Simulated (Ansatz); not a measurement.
Worked calculations on one periodic cell of amorphous Ti$_{20}$O$_{45}$P$_{2}$: Ti20O45P2, 67 atoms, volume 836.9 Å³, made by a melt-quench on the CHGNet potential and relaxed with DFT. O atoms were pushed apart under 1.9 Å during the dynamics, to hinder bonds among them. It is a model cell: composition and starting density were chosen by hand, and all elements were melted together. Cycles of charging were run to anneal it. These are PBE, scalar-relativistic without spin-orbit coupling (plane waves to 420 eV, PAW; Ansatz, a program for electronic structure) values and carry that method's errors. Sampling: a 2×2×2 Γ-centred mesh; Fermi-Dirac width 0.02 eV; no spin polarisation. Its volume was held where the quench left it, its shape was free, and it stands at a mean pressure of 2.4 GPa with stress components up to 2.4 GPa; the relaxation ran on the zone centre alone. Its density went from a set 3.45 to 3.45 g/cm³. The cell is small and was quenched far faster than a real film, so it is one sample of the glass.

Q: Count formal charges (Ti +4, O -2, P +5). What does the count lead one to expect at the Fermi level, and what does the calculation give?

A: 20 × (+4) + 45 × (-2) + 2 × (+5) = 0. The charges balance, so the anion-derived valence states can be full and a gap can open. On this mesh the highest filled and lowest empty level lie 2.49 eV apart, the PBE gap of this cell, with a localised state at one edge or both.

Four energies for an added electron at PBE on the zone centre alone (charged cells in a uniform background, spin-polarised): neutral at the neutral geometry -77117.161 eV; charged at the neutral geometry -77108.589 eV; charged and relaxed -77108.744 eV; neutral at the charged geometry -77116.898 eV.

Q: Find the two relaxation energies and their sum, the reorganisation energy.

A: On charging: -77108.589 − (-77108.744) = 0.155 eV. On discharging: -77116.898 − (-77117.161) = 0.263 eV. The sum is 0.418 eV. The carrier's level spreads over 8 of the 67 atoms' worth, so it counts as partly localised, most on one Ti atom with neighbours O 1.81 Å, O 1.95 Å, O 1.96 Å, O 2.10 Å, O 2.11 Å, O 2.15 Å (neutral geometry). The values are uncorrected: the image energy of a point charge in this cell, 2.84 × 14.40 / (2 × 9.4) = 2.2 eV before screening, is screened by electrons alone at the fixed geometry and by ions too after relaxing, and the carrier can be spread before it relaxes, so each term can be off by up to that value times 1/ε∞, some tenths of an eV. PBE's self-interaction favours spread-out carriers, so a hybrid can localise more.

Four energies for a hole at PBE on the zone centre alone (charged cells in a uniform background, spin-polarised): neutral at the neutral geometry -77117.161 eV; charged at the neutral geometry -77122.976 eV; charged and relaxed -77123.322 eV; neutral at the charged geometry -77116.481 eV.

Q: Find the two relaxation energies and their sum, the reorganisation energy.

A: On charging: -77122.976 − (-77123.322) = 0.346 eV. On discharging: -77116.481 − (-77117.161) = 0.680 eV. The sum is 1.026 eV. The carrier's level spreads over 3 of the 67 atoms' worth, so it counts as localised, most on one O atom with neighbours Ti 1.78 Å, Ti 1.91 Å (neutral geometry). The values are uncorrected: the image energy of a point charge in this cell, 2.84 × 14.40 / (2 × 9.4) = 2.2 eV before screening, is screened by electrons alone at the fixed geometry and by ions too after relaxing, and the carrier can be spread before it relaxes, so each term can be off by up to that value times 1/ε∞, some tenths of an eV. PBE's self-interaction favours spread-out carriers, so a hybrid can localise more.
